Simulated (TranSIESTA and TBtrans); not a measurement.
**Ga chain with one bond stretched by 2.0 Å**

Device: Ga chain with one bond stretched by 2.0 Å. Leads: straight Ga chain, spacing 2.422 Å. Geometry: as built, not relaxed.

TranSIESTA and TBtrans, PBE, DZ numerical orbitals (energy shift 0.15 eV), PseudoDojo norm-conserving scalar-relativistic potentials, mesh cutoff 200 Ry, 300 K, no spin polarisation, no spin-orbit coupling; self-consistent non-equilibrium Green functions.

| Property | Result |
|---|---|
| Conductance at 300 K (G0 = 2e²/h) | 0.17 |
| Thermopower (μV/K) | -7.7 |
| Mean T from −0.5 to 0.5 eV | 0.12 |

Energies count from the leads' Fermi level. Transmissions are for one spin of a degenerate pair. The energy step is 0.01 eV; narrower resonances are cut or missed.

| E (eV) | T | lead channels |
|---|---|---|
| -2.00 | 0.044 | 1 |
| -1.90 | 0.044 | 1 |
| -1.80 | 0.043 | 1 |
| -1.70 | 0.039 | 1 |
| -1.60 | 0.031 | 1 |
| -1.50 | 0.012 | 1 |
| -1.40 | 0 | 0 |
| -1.30 | 0 | 0 |
| -1.20 | 0 | 0 |
| -1.10 | 0 | 0 |
| -1.00 | 0 | 0 |
| -0.90 | 0 | 0 |
| -0.80 | 0 | 0 |
| -0.70 | 0 | 0 |
| -0.60 | 0 | 0 |
| -0.50 | 0 | 0 |
| -0.40 | 0 | 0 |
| -0.30 | 0.023 | 3 |
| -0.20 | 0.069 | 3 |
| -0.10 | 0.14 | 3 |
| 0.00 | 0.18 | 3 |
| 0.10 | 0.18 | 3 |
| 0.20 | 0.17 | 3 |
| 0.30 | 0.16 | 3 |
| 0.40 | 0.16 | 3 |
| 0.50 | 0.16 | 3 |
| 0.60 | 0.17 | 3 |
| 0.70 | 0.18 | 3 |
| 0.80 | 0.19 | 3 |
| 0.90 | 0.20 | 3 |
| 1.00 | 0.21 | 3 |
| 1.10 | 0.22 | 3 |
| 1.20 | 0.23 | 3 |
| 1.30 | 0.25 | 3 |
| 1.40 | 0.26 | 3 |
| 1.50 | 0.28 | 3 |
| 1.60 | 0.29 | 3 |
| 1.70 | 0.30 | 3 |
| 1.80 | 0.32 | 3 |
| 1.90 | 0.33 | 3 |
| 2.00 | 0.34 | 3 |

The straight chain is held at its spacing; free chains may zigzag or dimerise. No spin-polarised start was tried, so a magnetic state, if there is one, is missed.
